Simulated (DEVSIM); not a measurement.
System: W/Si3N4/n-Si capacitor, at 400 K.

| layer (left to right) | material | thickness (nm) | Nd (cm⁻³) |
|---|---|---|---|
| 1 | Si3N4 | 2.50 | - |
| 2 | Si | 1200 | 2.4e17 |

Metal gate on the left, work function 4.6 eV. Fixed charge at the semiconductor interface 9.1e10 cm⁻² (in units of +e); no interface traps.

Constants are typed, rounded textbook-type inputs, not results; the design itself was drawn at random and stands for no fabricated device. Values at 300 K; Nc and Nv go as T^1.5, mobilities as T to minus their exponent, the gap by Varshni's rule with the affinity fixed.

| parameter | Si3N4 | Si |
|---|---|---|
| gap (eV) | 5.1 | 1.124 |
| affinity (eV) | 2.1 | 4.05 |
| permittivity | 7.5 | 11.7 |
| Nc (cm⁻³) | - | 2.86e19 |
| Nv (cm⁻³) | - | 3.1e19 |
| Varshni α (eV/K) | - | 0.000473 |
| Varshni β (K) | - | 636 |

Simulated with DEVSIM: 1D Poisson equation in equilibrium, Boltzmann statistics, complete ionisation; no quantum confinement or tunnelling. Metal contacts follow the ideal Schottky-Mott rule: no Fermi-level pinning, no interface dipoles.

The substrate doping was swept, all else fixed.

```csv
substrate doping (cm^-3),threshold voltage (band bending 2φF) (V),flat-band voltage (V),minimum of the low-frequency capacitance (μF/cm²)
1.2e16,-0.28,0.26,0.0525
2.4e16,-0.32,0.29,0.0689
4.8e16,-0.35,0.31,0.0928
1.2e17,-0.41,0.34,0.134
2.4e17,-0.46,0.36,0.180
4.8e17,-0.53,0.39,0.237
```

From the first row to the last the threshold voltage (band bending 2φF) goes from -0.28 to -0.53. From the first row to the last the flat-band voltage goes from 0.26 to 0.39.
